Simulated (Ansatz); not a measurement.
Take YN in the rock salt structure (space group Fm-3m, No. 225; a = 4.896 Å) as the base. Axes: x, y, z lie along the cube axes.

All numbers come from Ansatz (a program for electronic structure) r2SCAN, no spin-orbit coupling.

For the base:

The valley order is X along ⟨100⟩ 0.58 eV.

One thing is altered: tensile biaxial strain of 2.00 % in the plane normal to [001], as in epitaxy on a mismatched substrate; the out-of-plane cell vector and the atoms relax.

Q: How does this affect the valley order?

A: The valley order (the lowest conduction-band minima on the path, energy above the VBM, named in the base's zone) becomes X along [001] 0.49 eV; X along [100] 0.58 eV (base: X along ⟨100⟩ 0.58 eV).

Q: What does the calculation give for the out-of-plane strain after the change?

A: The out-of-plane strain is -0.99 %.

The levels and masses belong to the bands next to the band gap. Whether these cells are dynamically stable was not tested.
